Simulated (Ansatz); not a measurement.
Pressure series in Pd

Take Pd in the fcc (Cu type) structure (space group Fm-3m, No. 225; a = 3.876 Å) as the base.

Cell and atoms are relaxed at each pressure.

All numbers come from PBEsol (Ansatz, a first-principles code), scalar-relativistic without spin-orbit coupling.

| P (GPa) | V (Å³/atom) |
|---|---|
| -2.01 | 14.703 |
| -1.01 | 14.628 |
| 0.90 | 14.492 |
| 2.09 | 14.410 |
| 4.51 | 14.254 |
| 9.01 | 13.989 |
| 15.01 | 13.677 |
| 22.50 | 13.339 |
| 30.01 | 13.045 |

A third-order Birch–Murnaghan fit to these points gives V₀ = 14.55 Å³/atom, B₀ = 204 GPa and B₀′ = 5.4. At pressure 30 GPa the volume is 89.6 % of V₀.

Load acts through the strain it causes; cell and atoms are relaxed under it. Stability against distortions was not tested. No other phases were tried under pressure. All final runs are without spin polarisation.
